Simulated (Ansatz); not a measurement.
zincblende BeS (F-43m) under uniaxial stress along [001]

Cell and atoms are relaxed with PBEsol to each stress (compression positive); bands and masses by PBEsol with spin-orbit coupling, rigid bands (plane waves, PAW; Ansatz, a program for electronic structure). Strains are changes of length against the unloaded cell.

BeS is modelled in the cubic space group F-43m (No. 216), the zinc blende structure, Pearson symbol cF8. Cell: a = b = c = 4.8378 Å, α = β = γ = 90.00°. Be on 4a is coordinated by 4 S at 2.095 Å (tetrahedral). S on 4c has 4 Be at 2.095 Å (tetrahedral). (Neighbours: up to the widest gap in distance over summed covalent radii, below 1.35, at either atom; cation-cation and far metal-metal contacts left out.)
(The calculation used a cell of 2 atoms; values per cell refer to that cell.)

| stress (GPa) | strain [001] (%) | strain [100] (%) | gap (eV) | mₑ* [001] | mₑ* [100] | mₕ* [001] | mₕ* [100] |
|---|---|---|---|---|---|---|---|
| -2.00 | 1.60 | -0.44 | 2.805 | 0.29 | 0.43 | 0.75 | 0.69 |
| -1.00 | 0.81 | -0.23 | 2.841 | 0.30 | 0.42 | 0.80 | 0.74 |
| 0 | 0 | 0 | 2.877 | 0.37 | 0.37 | 0.76 | 0.76 |
| 1.00 | -0.82 | 0.25 | 2.789 | 0.70 | 0.30 | 0.74 | 0.77 |
| 2.00 | -1.67 | 0.50 | 2.694 | 0.77 | 0.30 | 0.68 | 0.71 |

[001] is the direction of the load; [010] strains as [100]. Masses are conductivity masses at 300 K in electron masses.

Q: From the two loads next to zero, find the Young modulus and the ratio of transverse to axial strain.

A: Between -1.00 and 1.00 GPa the strain along [001] changes by -1.63 % and that along [100] by 0.48 %. The modulus is 2.00/0.0163 = 123 GPa and the ratio of the strains 0.29 (PBEsol, atoms relaxed). Along [001] C₁₁ = E(1 − ν)/((1 + ν)(1 − 2ν)) and C₁₂ = C₁₁ν/(1 − ν), which gives C₁₁ ≈ 163 GPa and C₁₂ ≈ 68 GPa.

Q: How fast does the gap move on either side of zero load?

A: Under tension, (2.805 − 2.877) eV over -2.00 GPa = 36 meV/GPa, or about -4.5 eV per unit strain; under compression, (2.789 − 2.877) eV over 1.00 GPa = -88 meV/GPa, or about 11 eV per unit strain. The two slopes part by 124 meV/GPa; gaps are resolved to about 0.01 eV, which allows 15 meV/GPa, so they differ, even in sign: the gap has a turning point near zero load.

Q: Take the carrier density and the relaxation time as fixed, so that ρ ∝ m*. What gauge factor (Δρ/ρ)/ε follows for current along [001] at the loads next to zero?

A: electrons at -1.00 GPa: (0.30/0.37 − 1)/0.0081 ≈ -23; electrons at 1.00 GPa: (0.70/0.37 − 1)/-0.0082 ≈ -110. These are means over a finite load; the small-strain gauge factor differs, most where the load has already emptied the upper valleys or bands. Carriers and loads whose mass moves by under 12 % aren't resolved and aren't listed. The change of shape, which adds a term of order 1 to 2, and that of the scattering between valleys or bands are left out.

Masses are those of dilute carriers in rigid bands with one relaxation time, without polarons. Third decimals of gaps are kept for the arithmetic. Every relaxation keeps the zincblende phase (space group I-4m2 under this load), so a transition, a distortion that breaks the symmetry or fracture can't show.
